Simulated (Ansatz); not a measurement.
Start from ZrO$_{2}$ in the fluorite structure (space group Fm-3m, No. 225; a = 5.1159 Å).

Computed with PBE (Ansatz, a quantum-chemistry and plane-wave program, PAW, no spin-orbit coupling), earlier PAW set.

Carriers are added at fixed cell with a uniform background; the Fermi–Dirac width is that of 300 K.

One change was made to it. Results:

The gap between the host's bands increases by 0.26 eV to 3.58 eV; the Fermi level relative to the doped band's edge (positive inside the band; to 0.05 eV) comes out as +0.40 eV; the gap character remains indirect, X → Γ.

Task: Which change produced these results?
A) electrons 5.0×10^21 cm⁻³
B) holes 2.0×10^22 cm⁻³
C) holes 7.0×10^21 cm⁻³
D) holes 3.0×10^21 cm⁻³

Result: C, holes 7.0×10^21 cm⁻³. For comparison, the gap between the host's bands in the other runs: electrons 5.0×10^21 cm⁻³ gives 3.42 eV; holes 3.0×10^21 cm⁻³ gives 3.43 eV; holes 2.0×10^22 cm⁻³ gives 4.05 eV.

Carriers are added with a uniform compensating background; total energy and stress of such cells depend on the potential's zero and are not compared; many-body gap narrowing is missing at this level. Stability against distortions was not tested. This is not the structure that ZrO2 has at room temperature and ambient pressure.
